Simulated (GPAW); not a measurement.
A self-consistent single point of FeCo (Pm-3m, 2 atoms in the cell) with GPAW.

Level of theory: PBE, GPAW PAW datasets PBE (gpaw-data 1.0.1) (plane waves; GPAW 25.7.0).

```
CELL_PARAMETERS angstrom
      2.77600     0.00000     0.00000
      0.00000     2.77600     0.00000
      0.00000     0.00000     2.77600
ATOMIC_POSITIONS crystal
  Fe 0.00000 0.00000 0.00000
  Co 0.50000 0.50000 0.50000
```
Moments meant for the start (each program seeds them in its own way; μB, in the order of the atoms Fe Co): 4.0 3.0.

Reference input (self-consistent single point, DFT PBE, plane waves, GPAW PAW datasets PBE (gpaw-data 1.0.1)): spinpol = true; mode = pw; ecut = 850 eV; xc = PBE; kpts = 10 10 10; mesh shift (steps) = 0 0 0; occupations.name = fermi-dirac; occupations.width = 0.1 eV; nbands = -8; convergence.forces = 0.001 eV/Å; symmetry.symmorphic = false; symmetry.tolerance = 0.0005. This run's input differs from it in these lines:

```diff
@@ -17,4 +17,4 @@
             xc='PBE',
-            kpts={'size': (10, 10, 10), 'gamma': True},
-            occupations=FermiDirac(0.1),
+            kpts={'size': (8, 8, 8), 'gamma': True},
+            occupations=FermiDirac(0.3),
             nbands=-8,
```

Log, with long lists cut:

```
     iter     time        total  log10-change:         magmom
                         energy   eigst   dens  force
iter:   1 --:--:--   -16.818262                          +7.0116
iter:   2 --:--:--   -17.266173   -1.22  -1.50           +5.4014
iter:   3 --:--:--   -17.311464   -2.09  -1.53           +4.2639
iter:   4 --:--:--   -17.352709   -2.49  -1.77           +4.1401
iter:   5 --:--:--   -17.321590   -3.04  -1.74           +4.1157
iter:   6 --:--:--   -17.827470   -2.06  -1.92           +4.0676
iter:   7 --:--:--   -17.327630   -2.32  -1.53           +4.0576
iter:   8 --:--:--   -17.323111   -3.90  -2.70           +4.0320
   [... lines left out ...]
iter:  23 --:--:--   -17.318964c  -6.99  -3.41           +3.9842
iter:  24 --:--:--   -17.319130c  -7.50c -3.58           +3.9857
iter:  25 --:--:--   -17.319112c  -8.21c -3.50           +3.9853
iter:  26 --:--:--   -17.319085c  -7.74c -3.47           +3.9854
iter:  27 --:--:--   -17.319074c  -9.10c -3.54           +3.9853
iter:  28 --:--:--   -17.319063c  -8.33c -3.53           +3.9850
iter:  29 --:--:--   -17.319039c  -7.67c -3.50           +3.9851
iter:  30 --:--:--   -17.318918c  -6.66  -3.56           +3.9851
iter:  31 --:--:--   -17.318924c  -8.48c -4.15c -22.64c   +3.9851
Converged after 31 iterations.

Dipole moment: (0.000000, -0.000000, -0.000000) |e|*Ang

Total magnetic moment: (0.000000, 0.000000, 3.985108)
Local magnetic moments:
   0 Fe ( 0.000000,  0.000000,  2.460301)
   1 Co ( 0.000000,  0.000000,  1.587862)

Energy contributions relative to reference atoms: (reference = -72522.164506)

Kinetic:        +25.154584
Potential:      -20.600186
External:        +0.000000
XC:             -21.607489
Entropy (-ST):   -0.636383
Local:           +0.052358
SIC:             +0.000000
--------------------------
Free energy:    -17.637116
Extrapolated:   -17.318924

Spin contamination: 0.101320 electrons
Showing only first 2 kpts
                      Up                     Down
 Kpt  Band  Eigenvalues  Occupancy  Eigenvalues  Occupancy
  0     6      9.63865    0.99562     12.16333    0.04794
   [... lines left out ...]

Fermi level: 11.26676

No gap
No difference between direct/indirect transitions
Energy (eV): -17.318924

Forces in eV/Ang:
  0 Fe   -0.00000   -0.00000   -0.00000
  1 Co   -0.00000   -0.00000    0.00000

Stress tensor:
    -0.106128     0.000000     0.000000
     0.000000    -0.106128     0.000000
     0.000000     0.000000    -0.106128
Stress (GPa, Voigt): [-17.0036 -17.0036 -17.0036   0.       0.       0.    ]
```

The run converged in 31 iterations. GPAW prints stress with tension positive. Against the reference run the free energy falls by 116 meV/atom, the pressure goes from 18.95 to 17.00 GPa and the size of the net moment goes from 2.22 to 1.99 μB/atom.

The starting cell comes from a database of computed structures (which also holds hypothetical and non-ambient phases and stackings), without a prior relaxation at this level. Its lattice was rescaled by a random factor within 2.5 % of one. The magnetic order is the one reached from the typed start; others were not searched systematically. With a pressure of about 17 GPa the cell is away from its equilibrium volume at this level.

Cost on one core of a shared machine: roughly 60 s.
